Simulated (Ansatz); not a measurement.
Consider interstitial Cu in polar orthorhombic HfO2, charge state +1. Method: PBE, PAW (plane waves to 420 eV; Ansatz, a quantum-chemistry and plane-wave program).

Settings: 96 host sites, the relaxed PBE lattice, the Γ point alone, smearing 0.01 eV, spin-restricted, no image-charge correction. No zero-point or tunnelling terms. Spin-orbit coupling is left out. The host's phase is taken as given; its stability against other phases was not computed. The charge state is imposed; whether it is stable for some Fermi level was not computed. Sites that were not tried may lie lower.

Barriers: single points on a 2×2×2 k-point mesh shifted by half a step at the bands' geometries.

The step: one Cu atom jumps by itself. Atoms about the jump, Cartesian Å from the middle of the jump, before and after:

```tsv
atom	x0	y0	z0	x1	y1	z1
Cu1	0.82	0.00	1.27	-0.82	0.00	-1.27
O2	-0.62	1.37	0.39	-0.65	1.40	0.40
O3	0.10	-1.35	-0.26	0.17	-1.33	-0.24
O4	2.13	0.83	0.23	2.07	0.69	0.34
O5	0.60	1.36	-2.22	0.62	1.37	-2.16
Hf6	1.51	-0.35	-1.56	1.70	-0.32	-1.48
Hf7	-1.70	-0.33	1.07	-1.57	-0.32	1.19
O8	-2.04	0.66	-2.20	-2.13	0.83	-2.32
Hf9	-1.16	2.36	-1.48	-1.17	2.56	-1.49
Hf10	1.17	2.56	1.06	1.15	2.37	1.06
O11	-0.17	-1.33	2.31	-0.12	-1.33	2.34
O12	-0.10	-1.32	-2.78	-0.10	-1.35	-2.81
O13	-2.59	-1.73	-0.22	-2.54	-1.73	-0.16
```

### Question
Give the saddle-point geometry and the barrier.

### Answer

```csv
atom,x,y,z
Cu1,-0.06,0.22,-0.23
O2,-0.85,1.60,0.64
O3,0.38,-1.57,-0.41
O4,2.00,0.72,0.29
O5,0.63,1.32,-2.12
Hf6,1.75,-0.43,-1.69
Hf7,-1.82,-0.25,1.36
O8,-2.00,0.69,-2.15
Hf9,-1.20,2.45,-1.49
Hf10,1.17,2.43,1.10
O11,-0.22,-1.33,2.26
O12,-0.04,-1.33,-2.83
O13,-2.48,-1.68,-0.11
```
It lies 0.94 eV above the start and 0.94 eV above the end. The program found a first-order saddle point.
